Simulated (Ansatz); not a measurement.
## LiCl: pressure 18 GPa

The reference is LiCl in the rock salt structure (space group Fm-3m, No. 225; a = 5.150 Å).

Perturbation: cell and atoms relaxed at a pressure of 18 GPa.

Computed with Ansatz (a first-principles code), PBE, PAW, cutoff 420 eV, without spin-orbit coupling. Settings: 11×11×11 k-points, 0.05 eV Fermi–Dirac smearing.

| quantity | base | changed | shift |
|---|---|---|---|
| density | 2.06 g/cm³ | 2.78 g/cm³ | +0.72 g/cm³ |
| lattice parameter a | 5.150 Å | 4.663 Å | -0.487 Å |
| shortest interatomic distance | 2.575 Å | 2.332 Å | -0.2436 Å |
| enthalpy H = E + PV relative to the base's energy | – | +1.61 eV/atom | – |
| band gap | 6.26 eV | 6.96 eV | +0.70 eV |
| gap character | direct at Γ | indirect, K–Γ (79 % along) → L | – |
| width of the top valence band | 1.08 eV | 1.77 eV | +0.69 eV |
| electron mass | 0.47 mₑ (at Γ) | 1.0 mₑ along k, 0.29 mₑ across (at L) | – |
| valley order (the lowest conduction-band minima on the path, energy above the VBM, named in the base's zone) | Γ 6.26 eV; L along ⟨111⟩ 6.73 eV; X along ⟨100⟩ 7.80 eV | L along ⟨111⟩ 6.96 eV; X along ⟨100⟩ 7.56 eV; Γ 8.36 eV | – |

Cost of the whole job for the changed cell (relaxation, final SCF and bands): roughly 11 core-seconds.

Load acts through the strain it causes; cell and atoms are relaxed under it. Masses are band curvatures over ±0.01 Å⁻¹ around the edge. Along k means along the line from Γ to the band edge. No phonon test of stability was made. No other phases were tried under pressure.
